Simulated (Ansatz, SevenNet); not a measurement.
For GeSe (model structure, started from the 4H type, P6₃mc, No. 186, 8 atoms in the cell), the machine-learned potential SevenNet-l3i5 (trained on PBE and PBE+U data) gives:

* **lattice constant a**: 4.838 Å
* **lattice parameter c**: 11.414 Å

Task: What does PBE-D3(BJ) (PAW; Ansatz, an electronic-structure program) give for the same quantities?

Result: 
- lattice constant a: 4.783 Å (shrinks by 1.1 %)
- lattice parameter c: 11.396 Å (falls by 0.2 %)

Changes are worked out from the printed values.

Unless a cell is named, each level is at its own relaxed cell (SevenNet-l3i5 28.92, PBE-D3(BJ) 28.22 Å³/atom).

Caveats: a distance lies near a switch of the dispersion term, which can move the cell (PBE-D3(BJ)). Ansatz's density-functional and Hartree–Fock values are scalar-relativistic unless marked +SOC, with PAW data made under PBE.

A model structure was made by putting elements into a prototype or built by hand; it is no filed structure, need not be a known phase, and can be a saddle point held by its symmetry.
